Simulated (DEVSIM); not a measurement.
Structure: Au/Si3N4/n-Ge capacitor, at 250 K.

Layer 1 from the left is Si3N4, thickness (nm) 4.50. Layer 2 from the left is Ge, thickness (nm) 1400, Nd (cm⁻³) 1.9e17.

Metal gate on the left, work function 5.1 eV. Fixed charge at the semiconductor interface -2.8e10 cm⁻² (in units of +e); no interface traps.

Constants are typed, rounded textbook-type inputs, not results; the design itself was drawn at random and stands for no fabricated device. Values at 300 K; Nc and Nv go as T^1.5, mobilities as T to minus their exponent, the gap by Varshni's rule with the affinity fixed.

Si3N4: gap (eV) 5.1, affinity (eV) 2.1, permittivity 7.5. Ge: gap (eV) 0.664, affinity (eV) 4, permittivity 16, Nc (cm⁻³) 1.04e19, Nv (cm⁻³) 6e18, Varshni α (eV/K) 0.000477, Varshni β (K) 235.

Simulated with DEVSIM: 1D Poisson equation in equilibrium, Boltzmann statistics, complete ionisation; no quantum confinement or tunnelling. Metal contacts follow the ideal Schottky-Mott rule: no Fermi-level pinning, no interface dipoles.

Q: What does the simulation give for the flat-band voltage, the minimum of the low-frequency capacitance, the threshold voltage (band bending 2φF)?

A: flat-band voltage 1.02 V; minimum of the low-frequency capacitance 0.199 μF/cm²; threshold voltage (band bending 2φF) 0.34 V.
